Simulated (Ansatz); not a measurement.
## Worked example: self-consistent single point of AlRh (P4mm, 2 atoms in the cell) in Ansatz

Method of the run: LDA (PW92), default PAW files made with PBE (plane waves; Ansatz, a program for electronic structure).

This input was run:

Ansatz 0.2 input:
```yaml
# AlRh
crystal:
  lattice:
    - [2.992207, 0.000000, 0.000000]
    - [0.000000, 2.992207, 0.000000]
    - [0.000000, 0.000000, 2.992207]
  atoms:
    - { symbol: Al, position_ang: [0.000000, 0.000000, 0.050000] }
    - { symbol: Rh, position_ang: [1.496104, 1.496104, 1.496104] }
basis:
  ecutwfc: 420.0 eV
kpoints:
  mp_grid: { grid: [11, 11, 11] }
hamiltonian:
  xc: lda
  pseudopotentials: { kind: paw }
scf:
  occupations: { method: gaussian, width: 0.1 eV }
output:
  forces: true
  eigenvalues: true
  stress: true
```

Log, with long lists cut:

```
WARN ansatz: RAYON_NUM_THREADS=1 ignored (pool sized by the plan → 1); use --threads N
Pseudopotentials: kind: paw
Pseudopotential: Al, paw, valence charge 3
Pseudopotential: Rh, paw, valence charge 17
Crystal: 2 atoms, lattice volume = 26.790 Å³
Basis set: ecut = 420 eV, 515 PW (Γ)
Bands: 14, of which v1, the nominal top of the filled ones, is band 10 counted from 1 (9 counted from 0)
Symmetry: 8 space group operations
Space group: P4mm (ITA 99), of the structure as read, at distance tolerance 3.0e-5 Å
k-points: 126 of 1331 (time reversal used)
PAW frozen core: Al, regenerated for the run's functional, and the local potential with it
PAW frozen core: Rh, regenerated for the run's functional, and the local potential with it
Initial density: superposition of atomic densities (neutral atoms: chi_scale 0, normalization atom), corrected by the library's trained network
Initial wavefunctions: pseudopotential atomic-orbital guess
Eigensolver: davidson
Functional: x = slater, c = lda
SCF iter   1: F=—  HF=-6793.714163 eV  |F-HF|=—  |Δ(HF+E_count)|=         —  Δρ=7.78e-3  dr2=1.24e-2  ethr=1.77e-3  ⟨swp⟩=4.8  Hψ=8751  notcnv=0
all-band conjugate gradients solve this SCF's bands
preconditioner: auto → none
SCF iter   2: F=—  HF=-6793.712186 eV  |F-HF|=—  |Δ(HF+E_count)|=   1.98e-3  Δρ=2.98e-3  dr2=8.15e-4  ethr=6.20e-5  ⟨swp⟩=1.8  Hψ=3283  notcnv=0
SCF iter   3: F=—  HF=-6793.711978 eV  |F-HF|=—  |Δ(HF+E_count)|=   2.08e-4  Δρ=7.76e-4  dr2=4.45e-5  ethr=4.08e-6  ⟨swp⟩=1.1  Hψ=1831  notcnv=0
SCF iter   4: F=—  HF=-6793.711967 eV  |F-HF|=—  |Δ(HF+E_count)|=   1.03e-5  Δρ=4.61e-5  dr2=3.95e-7  ethr=2.23e-7  ⟨swp⟩=2.3  Hψ=2322  notcnv=0
iter 5 did not close the SCF: its close was put off for the readings that it lacked (scf_convergence_deferred on its scf_iter line)
SCF iter   5: F=-6793.711967 eV  HF=-6793.711967 eV  |F-HF|=1.89e-8  |Δ(HF+E_count)|=   2.75e-8  Δρ=1.20e-5  dr2=2.90e-8  ethr=1.97e-9  ⟨swp⟩=2.3  Hψ=2556  notcnv=0
SCF iter   6: F=-6793.711967 eV  HF=-6793.711967 eV  |F-HF|=6.00e-11  |Δ(HF+E_count)|=   8.82e-9  Δρ=2.72e-6  dr2=5.26e-10  ethr=1.45e-10  ⟨swp⟩=2.1  Hψ=5923  notcnv=0
SCF 1 converged in 6 iterations: F = -6793.711967 eV  dr2 = 5.26e-10
SCF converged after 6 iterations
Free energy (F): -6793.711967 eV
Harris-Foulkes:  -6793.711967 eV  (|F-HF|=6.00e-11)
Internal energy: -6793.708834 eV  (E = F + TS)
E sigma→0 (E₀):  -6793.710401 eV
Entropy (-TS):   -0.003133 eV (-1.567 meV/atom)
Fermi energy:    16.577445 eV
--- Per-component energies (eV) ---
  E_band       = -154.810777
  E_kinetic    = 602.536937
  E_local      = -2195.036783  (includes V_loc(G=0)·N_el)
  E_nonlocal   = 371.424754
  E_hartree    = 828.217876
  E_xc         = -262.211044
  E_vxc        = -310.424200  (∫ρ·V_xc dr)
  E_paw        = -3908.172512  (= ΣΔE_a)
  E_vpaw       = -279.748385  (= ΣTr[D̂ρ^β])
  E_aug_tail   = 0.000769  (compensation charges beyond the density's cutoff)
  E_ewald      = -2231.147030
  E_core_change = 0.678199  (= ΣΔE_core)
  E_smearing   = -0.003133  (= −TS)
  E_closure    = -0.000000  (closes the sum)
  Σ components = -6793.711967   (vs F -6793.711967, Δ=0.00e0)
--- Forces (eV/Å), atoms counted from 1 ---
  atom   1  Al     0.00000000     0.00000000    -0.27323158
  atom   2  Rh    -0.00000000     0.00000000     0.27325306
  max |Σ_I F_I| component: 2.15e-5 eV/Å
--- Stress (GPa, compression-positive) ---
       -8.676632       0.000000       0.000000
        0.000000      -8.676632       0.000000
        0.000000       0.000000      -8.767909
  P = ⅓ Tr σ = -8.7071 GPa (-87.071 kbar)
  The stress holds the Pulay correction. Without it, at fixed plane waves, as pw.x and ABINIT print it: P = -8.7804 GPa
--- Band table (eV; the first three rows and the last of 126) ---
  k-point 0: bands = ["-62.1319", "-30.0668", "-30.0668", "-30.0652", "5.7749", "11.6265", "11.6291", "14.8327", "14.8364", "14.8364", "21.4536", "21.4536", "21.4570", "26.0362"]
  k-point 1: bands = ["-62.1311", "-30.0765", "-30.0659", "-30.0659", "5.9295", "11.6743", "11.6808", "14.6839", "14.6839", "14.8487", "20.6248", "21.7327", "21.7327", "25.7826"]
  k-point 2: bands = ["-62.1291", "-30.1068", "-30.0634", "-30.0634", "6.3831", "11.7737", "11.8065", "14.3159", "14.3159", "14.8919", "19.1049", "22.4793", "22.4793", "25.1293"]
  k-point 125: bands = ["-62.1039", "-30.1753", "-30.1752", "-30.1735", "10.6593", "10.7972", "10.8006", "15.8268", "15.8285", "18.2447", "18.5855", "19.4669", "19.4750", "23.3203"]
```

The run converged in 6 iterations.

The starting cell comes from a database of computed structures (which also holds hypothetical and non-ambient phases and stackings), without a prior relaxation at this level. Its lattice was rescaled by up to half a per cent. One atom was moved a little off its site on purpose. Spin polarisation is off. With a pressure of about -9 GPa the cell is away from its equilibrium volume at this level. Ansatz's pressure includes its estimate of the finite-basis (Pulay) stress.
